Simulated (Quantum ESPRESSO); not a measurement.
Quantum ESPRESSO run on Be (P6_3/mmc, 2 atoms in the cell): self-consistent single point.

Level of theory: PBE, PseudoDojo standard norm-conserving (PBE) pseudopotentials (plane waves; Quantum ESPRESSO).

```
Be
1.0
    2.26478     0.00000     0.00000
   -1.13239     1.96136     0.00000
    0.00000     0.00000     3.57410
Be
2
Cartesian
  0.00000   1.30757   2.68058
  1.13239   0.65379   0.89353
```

Reference input (self-consistent single point, DFT, PBE, plane waves, PseudoDojo standard norm-conserving (PBE) pseudopotentials): ecutwfc = 90 Ry; occupations = smearing; smearing = fd; degauss = 0.0073499 Ry; potentials = {Be: Be.upf}; K_POINTS = automatic 17 17 9 0 0 0; conv_thr = 1e-08 Ry; mixing_beta = 0.7. This run's input differs from it in these lines:

```diff
@@ -28,3 +28,3 @@
 K_POINTS {automatic}
-17 17 9  0 0 0
+11 11 6  0 0 0
```

Output (repeated stretches shortened):

```
     Self-consistent Calculation

     iteration #  1     ecut=    90.00 Ry     beta= 0.70

     Threshold (ethr) on eigenvalues was too large:
     Diagonalizing with lowered threshold

     total energy              =     -55.81823954 Ry
     estimated scf accuracy    <       0.00296207 Ry

     iteration #  2     ecut=    90.00 Ry     beta= 0.70

     total energy              =     -55.81825595 Ry
     estimated scf accuracy    <       0.00019043 Ry

     iteration #  3     ecut=    90.00 Ry     beta= 0.70

     total energy              =     -55.81826174 Ry
     estimated scf accuracy    <       0.00000016 Ry

     iteration #  4     ecut=    90.00 Ry     beta= 0.70
     End of self-consistent calculation

     the Fermi energy is     9.0710 ev

!    total energy              =     -55.81826183 Ry
     estimated scf accuracy    <          1.4E-09 Ry
     smearing contrib. (-TS)   =      -0.00060173 Ry
     internal energy E=F+TS    =     -55.81766009 Ry

     convergence has been achieved in   4 iterations

     Forces acting on atoms (cartesian axes, Ry/au):

     atom    1 type  1   force =     0.00000000   -0.00000000    0.00000000
     atom    2 type  1   force =     0.00000000    0.00000000    0.00000000

     Total force =     0.000000     Total SCF correction =     0.000000

          total   stress  (Ry/bohr**3)                   (kbar)     P=        3.86
   0.00003232  -0.00000000  -0.00000000            4.75       -0.00       -0.00
  -0.00000000   0.00003232   0.00000000           -0.00        4.75        0.00
  -0.00000000   0.00000000   0.00001403           -0.00        0.00        2.06

   JOB DONE.
```

The run converged in 4 iterations. Against the reference run the free energy rises by 5.3 meV/atom and the pressure stays near 0.39 GPa while the zz stress (positive for compression) goes from -0.86 to 0.21 GPa.

The starting cell comes from a database of computed structures (which also holds hypothetical and non-ambient phases and stackings), without a prior relaxation at this level.
